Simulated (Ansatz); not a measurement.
TiZnO₃ (P-1, No. 2, 10 atoms in the cell; start mp-635713)

Computed with LDA in Ansatz (PAW).

Settings: plane-wave cutoff 520 eV, 8×8×8 k mesh, Fermi–Dirac smearing 0.01 eV, no spin polarisation, scalar-relativistic PAW data made under PBE.

Cell (relaxed at this level):

```cif
data_O6Ti2Zn2
_chemical_formula_sum 'Ti2 Zn2 O6'
_space_group_name_H-M_alt 'P 1'
_space_group_IT_number 1
_cell_length_a 5.42819
_cell_length_b 5.36761
_cell_length_c 5.64077
_cell_angle_alpha 68.025
_cell_angle_beta 65.641
_cell_angle_gamma 70.448
loop_
_space_group_symop_operation_xyz
  'x, y, z'
loop_
_atom_site_label
_atom_site_type_symbol
_atom_site_fract_x
_atom_site_fract_y
_atom_site_fract_z
_atom_site_occupancy
Ti1 Ti 0.24810 0.09333 0.91759 1
Ti2 Ti 0.75190 0.90667 0.08241 1
Zn1 Zn 0.55458 0.41909 0.25477 1
Zn2 Zn 0.44542 0.58091 0.74523 1
O1 O 0.30160 0.34721 0.60752 1
O2 O 0.69840 0.65279 0.39248 1
O3 O 0.10475 0.84236 0.85159 1
O4 O 0.89525 0.15764 0.14841 1
O5 O 0.54594 0.77066 0.95731 1
O6 O 0.45406 0.22934 0.04269 1
```

- band gap = 3.23 eV (indirect)
- smallest direct gap on the k points sampled = 3.28 eV
- Γ–Γ gap = 3.31 eV

Computed values are for the static lattice.

A start named mp-… is a Materials Project structure, which need not be a measured phase.

Ansatz is an electronic-structure program.
